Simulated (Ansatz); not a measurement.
For InAs (model structure, started from the BeO type, P4₂/mnm, No. 136, 8 atoms in the cell), PBEsol in Ansatz (plane waves, PAW) gives:

- lattice parameter a = 7.434 Å
- c axis length = 4.309 Å
- bulk modulus = 50.6 GPa
- cohesive energy = 3.20 eV/atom
- band gap = 0.00 eV

### Question
What does r²SCAN (Ansatz, a program for electronic structure, PAW) give for the same quantities?

### Answer

- lattice constant a: 7.454 Å (increases by 0.3 %)
- lattice parameter c: 4.326 Å (grows by 0.4 %)
- bulk modulus: 52.6 GPa (rises by 4.0 %)
- cohesive energy: 2.96 eV/atom (shrinks by 0.24 eV/atom)
- band gap: 0.21 eV (grows by 0.21 eV)

Changes are worked out from the printed values.

Unless a cell is named, each level is at its own relaxed cell (PBEsol 29.76, r²SCAN 30.05 Å³/atom).

Levels without +SOC leave out spin–orbit coupling, which shifts energies and cells of such heavy elements.

Levels without +SOC have no spin–orbit coupling; where heavier elements are present it shifts gaps, mostly down, and can invert bands. A gap of zero means that the bands touch or overlap. Density-functional gaps are differences of (generalised) Kohn–Sham levels.

Caveats: the bulk modulus is −V dP/dV from two relaxed cells at ±2 % in volume (PBEsol, r²SCAN). Ansatz's density-functional and Hartree–Fock values are scalar-relativistic unless marked +SOC, with PAW data made under PBE.

A model structure was made by putting elements into a prototype or built by hand; it is no filed structure, need not be a known phase, and can be a saddle point held by its symmetry.
